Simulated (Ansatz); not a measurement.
The starting structures come from a database of crystals and need not be the phases stable at ambient conditions.

 Where the default PAW files enter, the runs use the earlier of Ansatz's two default sets.

```yaml
crystal:
  lattice:
    - [3.90929, 0.00000, 0.00000]
    - [0.00000, 3.90929, 0.00000]
    - [0.00000, 0.00000, 5.52212]
  atoms:
    - { symbol: Zn, position: [0.50000, 0.00000, 0.76306] }
    - { symbol: Zn, position: [0.00000, 0.50000, 0.23694] }
    - { symbol: Se, position: [0.00000, 0.00000, 0.50000] }
    - { symbol: S, position: [0.50000, 0.50000, 0.00000] }
```

Space group of this cell: P-4m2. The cell is taken as given.

The numbers are results of r2SCAN (plane waves, PAW; Ansatz, a program for electronic structure), not measurements.

The current runs along the normal of the first two printed vectors; no spin-orbit coupling. Scaled by the factor s: the length along the current (ions clamped). Meshes 8×8×6 and 8×8 across the current in all rows.

```json
[
 {"s": "0.97", "mean pressure (GPa)": "2.4", "band gap (eV)": "?"},
 {"s": "1.00", "mean pressure (GPa)": "0.1", "band gap (eV)": "2.16"},
 {"s": "1.03", "mean pressure (GPa)": "-1.9", "band gap (eV)": "1.99"}
]
```

**Question.** Take the slope of the band gap against ln s from the two given rows, extrapolate to s = 0.97, and say what the run there gives.

**Answer.** Slope = (1.99 − 2.16) / ln 1.03 = -5.75 eV. The line gives 2.16 + (-5.75) × ln 0.97 = 2.34 eV. The run gives 2.28 eV, 0.06 eV under the line, 31 % of the predicted step.
